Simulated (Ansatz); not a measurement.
**What Pb → Bi does to PbF2**

Take PbF₂ in the fluorite structure (space group Fm-3m, No. 225; a = 5.899 Å) as the base.

The change: full substitution Pb → Bi; the structure is relaxed again.

All numbers come from PBEsol (Ansatz, a quantum-chemistry and plane-wave program; PAW; 420 eV plane waves; without spin-orbit coupling). Γ-centred 14×14×14 mesh, Fermi–Dirac width 0.05 eV, for the changed cell.

The volume per atom drops by 0.10 Å³ to 17.00 Å³ and the density goes up by 0.106 g/cm³, from 7.94 g/cm³ to 8.04 g/cm³. The space group is still Fm-3m (No. 225) and the shortest interatomic distance shrinks by 0.005 Å (2.554 Å → 2.549 Å). The band gap becomes zero (base: 4.31 eV).

Cost of the whole job for the changed cell (relaxation, final SCF and bands): about 40 core-seconds (a rough figure).

With Pb present, leaving out spin-orbit coupling can change the band edges. Whether these cells are dynamically stable was not tested. As relaxed here, BiF2 is a hypothetical phase, not in the database extracts checked. All final runs are without spin polarisation. An odd electron count without spin: BiF2.
